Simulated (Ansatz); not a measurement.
The reference is WSe₂ in the 2H-MoS2 type structure (space group P6_3/mmc, No. 194; layered, stacked along the Cartesian z axis).

Space group P6₃/mmc (No. 194); a = 3.279 Å, b = 3.279 Å, c = 12.786 Å, α = 90.00°, β = 90.00°, γ = 120.00°

| atom | site | symmetry | x | y | z |
|---|---|---|---|---|---|
| W | 2c | -6m2 | 0.3333 | 0.6667 | 0.2500 |
| Se | 4f | 3m. | 0.6667 | 0.3333 | 0.1183 |

Method: PBE-D3(BJ) in Ansatz (plane waves to 420 eV, PAW, no spin-orbit coupling), earlier PAW set.

One thing is altered: full substitution W → Mo; the structure is relaxed again.

Measured band gap: WSe2 1.2 eV (room temperature; as listed in Carlos M. O. Bastos et al., Physical Review Materials (2019)); MoSe2 1.09 eV (room temperature; as listed in Carlos M. O. Bastos et al., Physical Review Materials (2019)).

Measured lattice parameter a: WSe2 3.282 Å (room temperature; as listed in arXiv:1605.07067); MoSe2 3.289 Å (room temperature; as listed in arXiv:1605.07067).

Q: How well does PBE-D3(BJ) reproduce the measured shift?

A: With PBE-D3(BJ) the band gap moves by -0.13 eV (0.87 → 0.74) against -0.11 eV measured; the lattice parameter a moves by -0.002 Å (3.279 → 3.277) against +0.007 Å measured.

Spin-orbit coupling, missing from the scalar runs, can matter with W. Whether these cells are dynamically stable was not tested.

Ansatz is a program for electronic structure.
